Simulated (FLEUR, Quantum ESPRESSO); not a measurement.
A Quantum ESPRESSO input for a self-consistent single point of FeCo (Pm-3m, 2 atoms in the cell) (DFT, PBE, plane waves, PSlibrary PAW (PBE) pseudopotentials):

```fortran
&control
  calculation = 'scf',
  prefix = 'run',
  outdir = './work',
  pseudo_dir = './',
  tprnfor = .true.,
  tstress = .true.,
/
&system
  ibrav = 0,
  nat = 2,
  ntyp = 2,
  ecutwfc = 55,
  ecutrho = 330,
  occupations = 'smearing',
  smearing = 'gauss',
  degauss = 0.0036749,
  nspin = 2,
  starting_magnetization(1) = 0.500,
  starting_magnetization(2) = 0.333,
/
&electrons
  conv_thr = 1.0e-11,
  mixing_beta = 0.5,
/
ATOMIC_SPECIES
Fe    55.8450  Fe.pbe-n-kjpaw_psl.1.0.0.UPF
Co    58.9332  Co.pbe-n-kjpaw_psl.1.0.0.UPF
ATOMIC_POSITIONS crystal
Fe    0.00000000    0.00000000    0.00000000
Co    0.50000000    0.50000000    0.50000000
K_POINTS automatic
16 16 16  0 0 0
CELL_PARAMETERS angstrom
   2.73105600     0.00000000     0.00000000
   0.00000000     2.73105600     0.00000000
   0.00000000     0.00000000     2.73105600
```

Question: Write the same calculation as an input for FLEUR.

Answer: This is the input that was run; spellings and numerical settings could be chosen otherwise.

Input of the input generator:

```
FeCo FLAPW
&input film=f /
2.7310560000 0.0000000000 0.0000000000
0.0000000000 2.7310560000 0.0000000000
0.0000000000 0.0000000000 2.7310560000
1.8897261246
1.0 1.0 1.0

2
26 0.0000000000 0.0000000000 0.0000000000 : 4.00
27 0.5000000000 0.5000000000 0.5000000000 : 3.00

&comp jspins=2 /
&kpt div1=16 div2=16 div3=16 gamma=t /
&end /
```

```xml
<?xml version="1.0" encoding="UTF-8" standalone="no"?>
<fleurInput fleurInputVersion="0.39">
   <comment>
      FeCo FLAPW                                                                                          
   </comment>
   <calculationSetup>
      <cutoffs Kmax="4.0" Gmax="20.0" GmaxXC="20.0" numbands="0"/>
      <scfLoop itmax="100" minDistance="0.00001" maxIterBroyd="99" imix="Anderson" alpha="0.05" precondParam="0.0" spinf="2.0"/>
      <coreElectrons ctail="T" frcor="F" kcrel="0" coretail_lmax="0"/>
      <xcFunctional name="pbe" relativisticCorrections="F"/>
      <magnetism jspins="2"/>
      <soc l_soc="F" theta="0.0" phi="0.0" spav="F"/>
      <expertModes spex="0" secvar="F"/>
      <geometryOptimization l_f="T" forcealpha="1.0" forcemix="BFGS" epsdisp="0.00001" epsforce="0.00001"/>
      <ldaU l_linMix="F" mixParam="0.05" spinf="1.0"/>
   </calculationSetup>
   <cell>
      <bzIntegration valenceElectrons="33.0" mode="gauss" fermiSmearingEnergy="0.00183747">
         <kPointListSelection listName="default-1"/>
         <!-- k-points included here -->
         <xi:include xmlns:xi="http://www.w3.org/2001/XInclude" href="kpts.xml"> </xi:include>
      </bzIntegration>
      <!-- symmetry operations included here -->
      <xi:include xmlns:xi="http://www.w3.org/2001/XInclude" href="sym.xml"> </xi:include>
      <bulkLattice scale="1.0">
         <bravaisMatrix>
            <row-1>    5.1609478709455772     0.0000000000000000     0.0000000000000000</row-1>
            <row-2>    0.0000000000000000     5.1609478709455772     0.0000000000000000</row-2>
            <row-3>    0.0000000000000000     0.0000000000000000     5.1609478709455772</row-3>
         </bravaisMatrix>
      </bulkLattice>
   </cell>
   <atomSpecies>
      <species name="Iron (Fe) 4.000" element="Fe" atomicNumber="26">
         <mtSphere radius="2.11" gridPoints="697" logIncrement="0.017"/>
         <atomicCutoffs lmax="6" lnonsphr="4"/>
         <electronConfig flipSpins="F">
            <coreConfig>(1s1/2) (2s1/2) (2p1/2) (2p3/2)</coreConfig>
            <valenceConfig>(3s1/2) (3p1/2) (3p3/2) (4s1/2) (3d3/2) (3d5/2)</valenceConfig>
            <stateOccupation state="(3d3/2)" spinUp="2.0" spinDown="0.4"/>
            <stateOccupation state="(3d5/2)" spinUp="3.0" spinDown="0.6"/>
         </electronConfig>
         <energyParameters s="4" p="4" d="3" f="4"/>
         <lo type="SCLO" l="0" n="3" eDeriv="0"/>
         <lo type="SCLO" l="1" n="3" eDeriv="0"/>
         <lo type="SCLO" l="1" n="3" eDeriv="1"/>
         <lo type="SCLO" l="2" n="3" eDeriv="2"/>
         <lo type="SCLO" l="3" n="4" eDeriv="2"/>
      </species>
      <species name="Cobalt (Co3.000" element="Co" atomicNumber="27">
         <mtSphere radius="2.11" gridPoints="697" logIncrement="0.017"/>
         <atomicCutoffs lmax="6" lnonsphr="4"/>
         <electronConfig flipSpins="F">
            <coreConfig>(1s1/2) (2s1/2) (2p1/2) (2p3/2)</coreConfig>
            <valenceConfig>(3s1/2) (3p1/2) (3p3/2) (4s1/2) (3d3/2) (3d5/2)</valenceConfig>
            <stateOccupation state="(3d3/2)" spinUp="2.0" spinDown="0.8"/>
            <stateOccupation state="(3d5/2)" spinUp="3.0" spinDown="1.2"/>
         </electronConfig>
         <energyParameters s="4" p="4" d="3" f="4"/>
         <lo type="SCLO" l="0" n="3" eDeriv="0"/>
         <lo type="SCLO" l="1" n="3" eDeriv="0"/>
         <lo type="SCLO" l="1" n="3" eDeriv="1"/>
         <lo type="SCLO" l="2" n="3" eDeriv="2"/>
         <lo type="SCLO" l="3" n="4" eDeriv="2"/>
      </species>
   </atomSpecies>
   <atomGroups>
      <atomGroup species="Iron (Fe) 4.000">
         <relPos label="                   1">.0000000000 .0000000000 .0000000000</relPos>
         <force calculate="T" relaxXYZ="TTT"/>
      </atomGroup>
      <atomGroup species="Cobalt (Co3.000">
         <relPos label="                   2">1.000/2.000 1.000/2.000 1.000/2.000</relPos>
         <force calculate="T" relaxXYZ="TTT"/>
      </atomGroup>
   </atomGroups>
   <output dos="F" band="F" slice="F">
      <checks vchk="F" cdinf="F"/>
      <bandDOS minEnergy="-.5*Htr" maxEnergy="0.5*Htr" sigma="0.015" storeEVData="T"/>
      <vacuumDOS vacdos="F" integ="F" star="F" nstars="0" locx1="0.0" locy1="0.0" locx2="0.0" locy2="0.0" nstm="0" tworkf="0.0"/>
      <unfoldingBand unfoldBand="F" supercellX="1" supercellY="1" supercellZ="1"/>
      <plotting iplot="0" polar="F">
         <plot TwoD="T" vec1="  1.0  0.0  0.0" vec2="  0.0  1.0  0.0" vec3="  0.0  0.0  1.0" zero="  0.0  0.0  0.0" file="plot"/>
      </plotting>
      <chargeDensitySlicing numkpt="0" minEigenval="0.0" maxEigenval="0.0" nnne="0" pallst="F"/>
      <specialOutput eonly="F"/>
      <magneticCircularDichroism mcd="F" energyLo="-10.0" energyUp="0.0"/>
   </output>
  <!-- We include the file relax.xml here to enable relaxations (see documentation) -->
  <xi:include xmlns:xi="http://www.w3.org/2001/XInclude" href="relax.xml"> <xi:fallback/> </xi:include>
</fleurInput>
```

Basis, cutoffs, solver keys and any potentials are the target program's own. This input uses DFT, PBE, all-electron FLAPW (FLEUR), scalar-relativistic valence. Both were run: size of the net moment 2.17 μB/atom in Quantum ESPRESSO and 2.18 in FLEUR.

On FLEUR: the starting cell comes from a database of computed structures (which also holds hypothetical and non-ambient phases and stackings), without a prior relaxation at this level. Its lattice was rescaled by a random factor within 2.5 % of one. For this run, on top of that: lattice scaled by 0.98. The magnetic order is the one reached from the typed start; others were not searched systematically. Values depend on the basis (sphere radii, cutoffs, local orbitals), which need not be converged.

On Quantum ESPRESSO: the starting cell comes from a database of computed structures (which also holds hypothetical and non-ambient phases and stackings), without a prior relaxation at this level. Its lattice was rescaled by a random factor within 2.5 % of one. For this run, on top of that: lattice scaled by 0.98. The magnetic order is the one reached from the typed start; others were not searched systematically. With a pressure of about 32 GPa the cell is away from its equilibrium volume at this level.
